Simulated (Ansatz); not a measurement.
An Ansatz (a quantum-chemistry and plane-wave program) run: WSi2 with a change (pressure 4.5 GPa); LDA, PAW, 420 eV (Ansatz; no SOC).

Input:

Ansatz 0.2 input:
```yaml
crystal:
  lattice:
    - [-1.5878566407, 1.5878566407, 3.8760178862]
    - [1.5878566407, -1.5878566407, 3.8760178862]
    - [1.5878566407, 1.5878566407, -3.8760178862]
  atoms:
    - { symbol: Si, position: [0.6654098711, 0.6654098711, 0] }
    - { symbol: Si, position: [0.3345901289, 0.3345901289, 0] }
    - { symbol: W, position: [0, 0, 0] }
basis: { ecutwfc: 420, ecutrho_ratio: 4, xc_grid: 2, fft_grid_basis: typed }
kpoints: { mp_grid: { grid: [20, 20, 20] } }
hamiltonian:
  xc: lda
  dispersion: none
  pseudopotentials: { kind: paw }
scf: { occupations: { method: fermi_dirac, width: 0.05 } }
relax: { f_tol: 0.01, max_steps: 60, cell: { stress_tol: 0.02, p_target: 4.5 } }
output: { forces: true, stress: true }
checkpoint: { write: state.ck, write_every: 1000 }
```

Output (explanatory and most iteration lines left out):

```
Relaxation: its limit of steps is 60 (relax.max_steps)
Pseudopotential: Si, paw, valence charge 4
Pseudopotential: W, paw, valence charge 14
Crystal: 3 atoms, lattice volume = 39.090 Å³
Basis set: ecut = 420 eV, 761 PW (Γ), exchange–correlation on 60×60×60 points (8 copies of the dense FFT grid, shifted against one another)
Bands: 15, of which v1, the nominal top of the filled ones, is band 11 counted from 1 (10 counted from 0)
Symmetry: 16 space group operations
Space group: I4/mmm (ITA 139), of the structure as read, at distance tolerance 3.4e-5 Å
k-points: 641 of 8000
Functional: x = slater, c = lda
SCF iter   1: F=—  HF=-11348.464143 eV  |F-HF|=—  |Δ(HF+E_count)|=         —  Δρ=6.61e-3  dr2=1.55e-2  ethr=1.77e-3  ⟨swp⟩=5.4  Hψ=56512  notcnv=0
SCF iter   2: F=—  HF=-11348.461044 eV  |F-HF|=—  |Δ(HF+E_count)|=   3.10e-3  Δρ=3.40e-3  dr2=2.59e-3  ethr=7.06e-5  ⟨swp⟩=1.2  Hψ=14901  notcnv=0
SCF 1 converged in 6 iterations: F = -11348.460447 eV  dr2 = 1.07e-9
relax step   1: F+E_penalty+E_count = -11348.46044748 eV  Δ(F+E_penalty+E_count) = +0.000e0 eV  max|allowed force component| = 4.734e-3 eV/Å  Δτ_max = 0.0000 Å  P = +2.097 GPa  Ω = 39.090 Å³  (6 SCF iters, dr2 threshold 1.00e-7 eV, accepted)
[... steps on the carried basis left out ...]
relax step   5: F+E_penalty+E_count = -11348.45288453 eV  Δ(F+E_penalty+E_count) = +1.161e-4 eV  max|allowed force component| = 3.599e-3 eV/Å  Δτ_max = 0.0000 Å  P = +4.490 GPa  Ω = 38.721 Å³  stress off target by 1.20e-2 GPa  SCF on the basis re-selected at this cell (its energy is not comparable with the rows above)  (4 SCF iters)
SCF converged after 4 iterations
Free energy (F): -11348.452885 eV
Internal energy: -11348.450955 eV  (E = F + TS)
E sigma→0 (E₀):  -11348.451920 eV
Entropy (-TS):   -0.001929 eV (-0.643 meV/atom)
Fermi energy:    17.287972 eV
--- Forces (eV/Å), atoms counted from 1 ---
  atom   1  Si    -0.00000000     0.00000000     0.00359925
  atom   2  Si    -0.00000000     0.00000000    -0.00359925
  atom   3  W      0.00000000     0.00000000    -0.00000000
--- Stress (GPa, compression-positive) ---
        4.491298       0.000000       0.000000
        0.000000       4.491298       0.000000
        0.000000       0.000000       4.488019
  P = ⅓ Tr σ = 4.4902 GPa (44.902 kbar)
--- Relaxed structure (4 steps of the walk, 4 accepted, 1 SCFs on fresh bases) ---
  cell:  # Å, volume = 38.7206 Å³
    - [-1.5824541624710124, 1.5824541624710124, 3.865627465470858]
    - [1.5824541624710124, -1.5824541624710124, 3.865627465470858]
    - [1.5824541624710124, 1.5824541624710124, -3.865627465470858]
  atoms:
    - { symbol: Si, position: [0.6655728801042826, 0.6655728801042826, -2.220008027250373e-34] }
    - { symbol: Si, position: [0.3344271198957174, 0.3344271198957174, -3.131817227867848e-34] }
    - { symbol: W, position: [-4.8474969197199496e-36, 5.555714187565651e-34, 5.894782591973324e-34] }
```

Load acts through the strain it causes; cell and atoms are relaxed under it. Whether these cells are dynamically stable was not tested. The final runs are not spin-polarised. The cell was made from WSi2 (space group I4/mmm, No. 139) by this change: pressure 4.5 GPa.
